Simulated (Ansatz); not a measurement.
NiAs-type NiSb, treated with r²SCAN (PAW; Ansatz, an electronic-structure program).

Run with plane-wave cutoff 600 eV, 12×12×8 k mesh (along the axes of the cell as run), Fermi–Dirac smearing 0.1 eV, finite displacements, no spin polarisation, scalar-relativistic PAW data made under PBE.

Computed at the level's own relaxed cell.

Harmonic phonon frequencies (cm⁻¹; i marks an imaginary mode):

```tsv
q point	frequencies
Γ	0 0 0 133 133 133 133 142 165 214 214 258
M	79 96 112 132 138 147 147 169 190 192 204 266
A	78 78 78 78 124 124 184 184 184 184 202 202
```

No imaginary mode appears at these points.
